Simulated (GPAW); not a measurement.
Input and output of a self-consistent single point for HfTeS (P3m1, 3 atoms in the cell) (GPAW).

Method of the run: PBEsol, GPAW PAW datasets PBEsol (made by gpaw-setup) (plane waves; GPAW 25.7.0).

```xyz
3
Lattice="3.8154 0.0000 0.0000 -1.9077 3.3042 0.0000 0.0000 0.0000 6.6061" Properties=species:S:1:pos:R:3 pbc="T T T"
Hf     0.0000     2.2028     0.1973
Te     0.0000     0.0000     4.9376
S      1.9077     1.1014     1.4712
```

Reference input (self-consistent single point, DFT PBEsol, plane waves, GPAW PAW datasets PBEsol (made by gpaw-setup)): mode = pw; ecut = 600 eV; xc = PBEsol; kpts = 8 8 4; mesh shift (steps) = 0 0 0; occupations.name = methfessel-paxton; occupations.width = 0.136 eV; occupations.order = 0; nbands = -11; convergence.density = 1e-05 e/electron; symmetry.symmorphic = false; symmetry.tolerance = 0.0005. This run's input differs from it in these lines:

```diff
@@ -15,3 +15,3 @@
             xc='PBEsol',
-            kpts={'size': (8, 8, 4), 'gamma': True},
+            kpts={'size': (6, 6, 3), 'gamma': True},
             occupations={'name': 'methfessel-paxton', 'width': 0.136, 'order': 0},
```

The program printed (abridged):

```
     iter     time        total  log10-change:
                         energy   eigst   dens
iter:   1 --:--:--   -20.037500
iter:   2 --:--:--   -19.938691   -1.36  -1.12
iter:   3 --:--:--   -19.577775   -1.71  -1.15
iter:   4 --:--:--   -19.558172   -2.82  -1.39
iter:   5 --:--:--   -19.570406   -2.10  -1.45
iter:   6 --:--:--   -19.560776   -3.15  -1.76
iter:   7 --:--:--   -19.545154   -3.19  -1.98
iter:   8 --:--:--   -19.545094   -4.50  -2.33
iter:   9 --:--:--   -19.542688c  -3.62  -2.39
iter:  10 --:--:--   -19.542689c  -4.71  -2.95
iter:  11 --:--:--   -19.542603c  -5.76  -2.98
iter:  12 --:--:--   -19.542605c  -5.48  -3.11
iter:  13 --:--:--   -19.542603c  -5.92  -3.25
iter:  14 --:--:--   -19.542602c  -6.85  -3.75
iter:  15 --:--:--   -19.542606c  -7.09  -3.81
iter:  16 --:--:--   -19.542609c  -7.62c -3.89
iter:  17 --:--:--   -19.542608c  -7.57c -3.96
iter:  18 --:--:--   -19.542606c  -8.03c -4.04
iter:  19 --:--:--   -19.542606c  -8.08c -4.09
iter:  20 --:--:--   -19.542606c  -8.33c -4.16
   [... 3 lines left out ...]
iter:  24 --:--:--   -19.542605c  -8.99c -4.56
iter:  25 --:--:--   -19.542604c  -8.17c -4.69
iter:  26 --:--:--   -19.542604c  -9.76c -4.78
iter:  27 --:--:--   -19.542604c  -8.66c -4.83
iter:  28 --:--:--   -19.542604c  -9.43c -5.07c
Converged after 28 iterations.

Dipole moment: (-1.813661, 1.047117, -7.082971) |e|*Ang

Energy contributions relative to reference atoms: (reference = -605314.483225)

Kinetic:        +18.556292
Potential:      -20.775148
External:        +0.000000
XC:             -17.110631
Entropy (-ST):   -0.012699
Local:           -0.206767
SIC:             +0.000000
--------------------------
Free energy:    -19.548954
Extrapolated:   -19.542604

Showing only first 2 kpts
 Kpt  Band  Eigenvalues  Occupancy
  0    10      6.01729    0.38997
  0    11      6.01730    0.38992
  0    12      6.62389    0.00000
  0    13      6.62395    0.00000

  1    10      5.95164    0.85949
  1    11      5.95165    0.85939
  1    12      6.61154    0.00000
  1    13      6.61160    0.00000

Fermi level: 5.93462

No gap
No difference between direct/indirect transitions
Energy (eV): -19.542604

Forces in eV/Ang:
  0 Hf    0.00000   -0.00000    0.10069
  1 Te    0.00000   -0.00000   -0.06558
  2 S     0.00000   -0.00000   -0.03564

Stress tensor:
     0.016484     0.000000    -0.000000
     0.000000     0.016484    -0.000000
    -0.000000    -0.000000     0.002432
Stress (GPa, Voigt): [ 2.641   2.641   0.3897 -0.     -0.      0.    ]
```

The run converged in 28 iterations. GPAW prints stress with tension positive. Against the reference run the free energy rises by 7.3 meV/atom, the pressure hardly changes (-1.93 to -1.89 GPa) and the largest force goes from 0.086 to 0.101 eV/Å.

The starting cell comes from a database of computed structures (which also holds hypothetical and non-ambient phases and stackings), without a prior relaxation at this level.
